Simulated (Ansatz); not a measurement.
**KTaO3, response to strain**

Base system: KTaO3 in the cubic perovskite structure (space group Pm-3m, No. 221; a = 3.989 Å). Axes: x, y, z lie along the cube axes.

Strains are applied to the cell and any free atomic positions relax.

Levels (all Ansatz, a first-principles code, PAW, earlier PAW set): r2SCAN (500 eV, no spin-orbit coupling); HSE06 (420 eV, no spin-orbit coupling).

Band gaps by level, all at the geometries relaxed with r2SCAN:

```json
[
 {"case": "base", "r2SCAN": "2.64 eV", "HSE06": "3.59 eV"},
 {"case": "strain tensor (xx, yy, zz, yz, xz, xy) = (+0.46, +0.96, −1.82, −0.02, −1.37, +0.72) %", "r2SCAN": "2.56 eV", "HSE06": "___"},
 {"case": "tensor shear ε_xz = −0.93 %", "r2SCAN": "2.60 eV", "HSE06": "___"},
 {"case": "tensor shear ε_xy = −0.40 %", "r2SCAN": "2.63 eV", "HSE06": "___"}
]
```

What belongs in the blanks?


- strain tensor (xx, yy, zz, yz, xz, xy) = (+0.46, +0.96, −1.82, −0.02, −1.37, +0.72) %, HSE06: 3.50 eV
- tensor shear ε_xz = −0.93 %, HSE06: 3.55 eV
- tensor shear ε_xy = −0.40 %, HSE06: 3.57 eV

Single points use the geometry relaxed with r2SCAN. HSE06 gaps are upper bounds (no full band path). With Ta present, leaving out spin-orbit coupling can change the band edges. Whether these cells are dynamically stable was not tested.
